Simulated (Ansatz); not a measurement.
Cost and result by functional for the surface energy of the (21-32) surface of hcp Os in its 1x1 cell, outermost plane spacing 0.56 Å in the ideal cut (one of several cuts of this face), in Ansatz (plane waves, PAW). Single points on the PBE structure, on one kind of machine; costs are rough ratios of the slab run's core time (references not counted) to the cheapest single point. r2SCAN's cost holds its higher cutoff (500 against 420 eV). Differences are taken against r2SCAN for comparison alone: no measured value is at hand, so the table doesn't rank accuracy.

Set-up: 26 atoms, 10.5 Å thick at the start; mesh 8x6x1; 0.1 eV smearing; dipole correction on; all atoms relaxed; held to the start's symmetry, so lower structures may exist; no spin, no spin-orbit, no U. These notes are the PBE run's.

| functional | relative cost | surface energy (J/m²) | less r2SCAN (J/m²) |
|---|---|---|---|
| LDA | 1 | 4.47 | 0.32 |
| PBEsol | 1 | 4.33 | 0.19 |
| RPBE | 1 | 3.62 | -0.52 |
| r2SCAN | 2 | 4.15 | 0.00 |
| PBE (the relaxed run's value) | – | 3.86 | -0.28 |

The values span 0.85 J/m², while the single points' costs differ by a factor of roughly 2. Differences are of unrounded values.

Ansatz is a quantum-chemistry and plane-wave program.
